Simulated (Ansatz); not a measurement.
RuAl2 (Fddd, No. 70, 6 atoms in the cell; start mp-10910) was calculated with r²SCAN in Ansatz (plane waves, PAW).

Numerical settings: plane-wave cutoff 560 eV, 10×10×10 k mesh, Fermi–Dirac smearing 0.01 eV, no spin polarisation, scalar-relativistic PAW data made under PBE.

Cell (relaxed at this level):

Al₂Ru has the orthorhombic space group Fddd, origin choice 1 (No. 70), Pearson symbol oF24. Conventional cell: a = 4.7064 Å, b = 7.9792 Å, c = 8.7829 Å, α = 90.00°, β = 90.00°, γ = 90.00°. Al on 16f sees 5 Ru at 2.570–2.720 Å and 5 Al at 2.597–2.728 Å and 4 Al at 3.191 Å. Ru on 8b is surrounded by 10 Al at 2.570–2.720 Å and 4 Ru at 3.191 Å. (Neighbours: up to the widest gap in distance over summed covalent radii, below 1.35, at either atom.)
(The calculation used a cell of 6 atoms; values per cell refer to that cell.)

Task: Give the computed band gap, direct gap at Γ and bulk modulus B0.

Result: 
* **band gap**: 0.17 eV (on the SCF k mesh)
* **direct gap at Γ**: 1.85 eV
* **bulk modulus B0**: 183 GPa

Note: the relaxation could not lower the start's symmetry, so the cell can be a saddle point above a distorted one; the bulk modulus is −V dP/dV from two relaxed cells at ±2 % in volume.

Spin–orbit coupling is not included.

Computed values are for the static lattice.

The result took very roughly 3 core-minutes.

A start named mp-… is a Materials Project structure, which need not be a measured phase.

Ansatz is an electronic-structure program.
